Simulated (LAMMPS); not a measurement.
System: a melt made from Cu (fcc) with 25 % of Cu sites Au, 4000 atoms, at 1560 K and 0 GPa, brought to that temperature within a few picoseconds.

Level of theory: classical MD, pair style eam, the elements' _u3.eam files (universal-3 set of Foiles, Baskes and Daw), run in LAMMPS.

```tsv
r (Å)	g(r), Au-Cu	g(r), Cu-Cu	g(r), Au-Au
1.860	0.000	0.000	0.000
1.900	0.000	0.001	0.000
1.940	0.002	0.002	0.000
1.980	0.002	0.011	0.000
2.020	0.005	0.038	0.000
2.060	0.024	0.097	0.000
2.100	0.055	0.220	0.000
2.140	0.125	0.395	0.007
2.180	0.243	0.670	0.017
2.220	0.382	0.998	0.032
2.260	0.633	1.32	0.065
2.300	0.903	1.69	0.135
2.340	1.22	2.01	0.226
2.380	1.63	2.26	0.289
2.420	1.91	2.44	0.431
2.460	2.21	2.54	0.622
2.500	2.40	2.54	0.701
2.540	2.50	2.47	1.04
2.580	2.63	2.36	1.18
2.620	2.63	2.20	1.47
2.660	2.57	2.09	1.63
2.700	2.42	1.94	1.57
2.740	2.33	1.80	1.74
2.780	2.21	1.62	1.89
2.820	2.00	1.50	1.82
2.860	1.86	1.35	1.79
2.900	1.74	1.25	1.76
2.940	1.65	1.14	1.74
2.980	1.47	1.04	1.65
3.020	1.37	0.987	1.61
3.060	1.23	0.914	1.46
3.100	1.17	0.855	1.39
3.140	1.07	0.808	1.22
3.180	0.988	0.749	1.21
3.220	0.945	0.728	1.15
3.260	0.869	0.698	1.12
3.300	0.796	0.670	1.06
3.340	0.754	0.655	0.944
3.380	0.712	0.627	0.887
3.420	0.690	0.593	0.879
3.460	0.674	0.605	0.838
3.500	0.662	0.592	0.778
3.540	0.622	0.578	0.760
3.580	0.618	0.591	0.682
3.620	0.636	0.602	0.694
3.660	0.615	0.607	0.711
3.700	0.611	0.637	0.675
3.740	0.606	0.634	0.621
3.780	0.611	0.652	0.642
3.820	0.633	0.672	0.638
3.860	0.643	0.696	0.685
3.900	0.659	0.722	0.647
3.940	0.673	0.759	0.651
3.980	0.689	0.783	0.681
4.020	0.719	0.795	0.693
4.060	0.726	0.851	0.683
4.100	0.739	0.879	0.737
4.140	0.794	0.897	0.765
4.180	0.826	0.942	0.788
4.220	0.866	0.986	0.823
4.260	0.893	1.01	0.793
4.300	0.942	1.04	0.862
4.340	0.975	1.05	0.906
4.380	0.997	1.10	0.923
4.420	1.03	1.12	0.944
4.460	1.06	1.15	1.02
4.500	1.09	1.19	1.00
4.540	1.11	1.20	1.05
4.580	1.14	1.21	1.11
4.620	1.15	1.21	1.15
4.660	1.19	1.24	1.18
4.700	1.19	1.22	1.19
4.740	1.21	1.24	1.17
4.780	1.21	1.23	1.22
4.820	1.24	1.24	1.26
4.860	1.23	1.26	1.25
4.900	1.20	1.23	1.30
4.940	1.24	1.21	1.21
4.980	1.20	1.19	1.28
5.020	1.21	1.17	1.28
5.060	1.20	1.17	1.24
5.100	1.19	1.14	1.21
5.140	1.18	1.11	1.21
5.180	1.14	1.09	1.22
5.220	1.13	1.06	1.19
5.260	1.09	1.05	1.18
5.300	1.09	1.04	1.10
5.340	1.07	1.01	1.11
5.380	1.04	0.979	1.07
5.420	1.02	0.960	1.10
5.460	1.00	0.945	1.01
5.500	0.958	0.951	0.991
5.540	0.977	0.915	1.06
5.580	0.947	0.894	0.995
5.620	0.941	0.901	1.01
5.660	0.915	0.881	0.967
5.700	0.909	0.875	0.961
5.740	0.885	0.857	0.919
5.780	0.889	0.864	0.931
5.820	0.881	0.871	0.917
5.860	0.859	0.863	0.899
5.900	0.860	0.844	0.914
5.940	0.861	0.852	0.857
```

Main features:
- state found: liquid
- first peak of g(r), Au-Cu: 2.61 Å, height 2.6
- coordination number of Au by Cu: 10.6 (counted to 3.66 Å)
- coordination number of Cu by Au: 3.52 (counted to 3.66 Å)
- first peak of g(r), Cu-Cu: 2.49 Å, height 2.5

Caution: a run this short can hold a crystal over, or a liquid under, the potential's melting point.
